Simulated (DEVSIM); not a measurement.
Device: abrupt Si n-p junction, at 250 K.

Layer 1 from the left is Si, thickness (μm) 69.0, Nd (cm⁻³) 6e14, τn (s) 1.8e-6, τp (s) 1.8e-6. Layer 2 from the left is Si, thickness (μm) 2.40, Na (cm⁻³) 4.5e14, τn (s) 1.8e-6, τp (s) 1.8e-6.

Left contact: ohmic. Right contact: ohmic. Voltage is applied to the left contact. Recombination: SRH at mid-gap. Mobility is constant in doping.

Constants are typed, rounded textbook-type inputs, not results; the design itself was drawn at random and stands for no fabricated device. Values at 300 K; Nc and Nv go as T^1.5, mobilities as T to minus their exponent, the gap by Varshni's rule with the affinity fixed.

Si: gap (eV) 1.124, affinity (eV) 4.05, permittivity 11.7, Nc (cm⁻³) 2.86e19, Nv (cm⁻³) 3.1e19, μn (cm²/Vs) 1417, μp (cm²/Vs) 470, T exponent of μn 2.3, T exponent of μp 2.2, Varshni α (eV/K) 0.000473, Varshni β (K) 636.

Estimate by hand the built-in potential, the peak field at zero bias, the capacitance at 1.5 V, and compare with a numerical solution.


- Built-in potential: ni = √(Nc Nv) exp(−Eg/2kT) = 8.01e7 cm⁻³ with Eg = 1.136 eV; Vbi = kT/q ln(Na Nd/ni²) = 0.676 V; numerical 0.676 V.
- Peak field at zero bias: depletion approximation: W = √(2εVbi/(qN)) = 1.84 μm with N = 2.57e14 cm⁻³; field = 2Vbi/W = 7330 V/cm; numerical 7090 V/cm (estimate above by 3.3 %).
- Capacitance at 1.5 V: C = √(qεN / 2(Vbi + |V|)) = 3.13 nF/cm²; numerical 3.16 nF/cm² (estimate below by 1.0 %).

Simulated with DEVSIM: 1D drift-diffusion, Boltzmann statistics, complete ionisation; no tunnelling, impact ionisation, image-force lowering or self-heating.
